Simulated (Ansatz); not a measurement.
**Bader charge of metal (e) in related cells**

Cell A: Cu (fcc, Fm-3m), 1 atom in the cell; spin state with PBE: run without spin, k-point mesh 28×28×28 on the run's own vectors. Conventional cell: a = b = c = 3.630 Å, α = β = γ = 90.00°.

Cell B: Cu2O (Pn-3m), 6 atoms in the cell; spin state with PBE: run without spin, k-point mesh 8×8×8 on the run's own vectors. Conventional cell: a = 4.2982 Å, b = 4.2982 Å, c = 4.2982 Å, α = 90.00°, β = 90.00°, γ = 90.00°.

Cell C: Ag (fcc, Fm-3m), 1 atom in the cell, k-point mesh 26×26×26 on the run's own vectors. Conventional cell: a = b = c = 4.148 Å, α = β = γ = 90.00°.

Cell D: Ag2O (Pn-3m), 6 atoms in the cell; metallic (partly filled levels) with PBE, k-point mesh 8×8×8 on the run's own vectors. Conventional cell: a = b = c = 4.812 Å, α = β = γ = 90.00°.

Computed with Ansatz (plane waves, PAW), its default PAW set, cutoff 420 eV. The structures are at rest with PBE. Neutral cells; Fermi-Dirac smearing of at most 0.10 eV in the solids, energies taken to zero width. Cells are local rest points, mostly with their start's symmetry. The d electrons get no Hubbard U. A dispersion term ran beside these levels; it doesn't touch the electrons. Electrons of density maxima off the nuclei are shared among the atoms. Mean over the atoms, with the range where they differ; positive means electrons lost.

| system | PBE |
|---|---|
| A | 0.00 |
| B | 0.54 |
| C | 0.00 |
| D | 0.48 |

With PBE the value is lowest for A and C and highest for B.

Ansatz is an electronic-structure program.
